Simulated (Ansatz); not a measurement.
Start from InP in the zinc blende structure (space group F-43m, No. 216; a = 5.878 Å).

Computed with PBEsol, PAW, 420 eV (Ansatz, an electronic-structure program; no SOC).

For the base:

| Item | Result |
|---|---|
| Electron mass | 0.046 mₑ (at Γ) |
| Valley order | Γ 0.57 eV; L along ⟨111⟩ 1.38 eV; X along ⟨100⟩ 1.65 eV |
| Hole mass | 0.045, 0.43, 0.43 mₑ (at Γ) |

Now apply this change: a hydrostatic pressure of 2.1 GPa.

Estimate the effect on the electron mass.

The electron mass changes from 0.046 mₑ (at Γ) to 0.057 mₑ (at Γ).

What happens to the valley order?

The valley order (the lowest conduction-band minima on the path, energy above the VBM, named in the base's zone) goes from Γ 0.57 eV; L along ⟨111⟩ 1.38 eV; X along ⟨100⟩ 1.65 eV to Γ 0.73 eV; L along ⟨111⟩ 1.45 eV; X along ⟨100⟩ 1.60 eV.

Estimate the effect on the hole mass.

The hole mass (degenerate bands, along [100]) becomes 0.056, 0.41, 0.41 mₑ (at Γ) (base: 0.045, 0.43, 0.43 mₑ (at Γ)).

The levels and masses belong to the bands next to the band gap. Load acts through the strain it causes; cell and atoms are relaxed under it. Masses are band curvatures over ±0.01 Å⁻¹ around the edge. Stability against distortions was not tested. Tetrahedral semiconductors of this kind turn to denser phases somewhere between about 1 and 50 GPa; those were not computed, so compressed cells here can lie past the real transition.
